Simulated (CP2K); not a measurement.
# A short convergence ladder for FeAl (Pm-3m, 2 atoms in the cell)

```
FeAl
1.0
    2.91873     0.00000     0.00000
    0.00000     2.91873     0.00000
    0.00000     0.00000     2.91873
Al Fe
1 1
Direct
  0.50000   0.50000   0.50000
  0.00000   0.00000   0.00000
```

Base method: LDA (Pade form), GPW, TZVP-MOLOPT-SR-GTH basis, GTH-PADE potentials (GTH_POTENTIALS) (CP2K 2026.2).

Base settings: CUTOFF = 600 Ry; REL_CUTOFF = 40 Ry; SMEAR/METHOD = FERMI_DIRAC; ELECTRONIC_TEMPERATURE = 1160.45 K; KPOINTS/SCHEME = MONKHORST-PACK 5 5 5; XC_FUNCTIONAL = PADE; Al/BASIS_SET = TZVP-MOLOPT-SR-GTH-q3; Al/POTENTIAL = GTH-PADE-q3; Fe/BASIS_SET = TZVP-MOLOPT-SR-GTH-q16; Fe/POTENTIAL = GTH-PADE-q16.

Core times come from one kind of shared machine, to one figure; runs under 30 s give none.

**Zone-centre phonons against the cutoff**

In this ladder: EPS_SCF = 1e-08; EXTRAPOLATION = USE_GUESS; DX = 0.01 bohr.

The mesh stays at the base's, so the ladder's end is converged at best in this setting alone.

Frequencies are those of the unrelaxed cell, without the LO-TO term of polar crystals.

Only quantities that move along the ladder and can be compared are tabulated.

| CUTOFF | highest zone-centre frequency (cm⁻¹) | core time / last (rough) |
|---|---|---|
| 300 Ry | 307.2 | 1 |
| 420 Ry | 304.6 | 0.8 |
| 600 Ry | 301.7 | 1.0 |
| 900 Ry | 300.5 | 1 |

Coarsest CUTOFF that holds the highest zone-centre frequency within 5 cm⁻¹ of the last step, with all finer ones: 420 Ry; the step before is off by 6.6 cm⁻¹.

On the base run: the starting cell has typed, rounded lattice constants, without a prior relaxation at this level. Its lattice was rescaled by up to half a per cent. Spin polarisation is off. Values carry the incompleteness of an atom-centred basis. In the base run, with a pressure of about -18 GPa the cell is away from its equilibrium volume at this level. Without a gap this mesh is coarse (it stands for a supercell whose shortest vector is 15 Å).
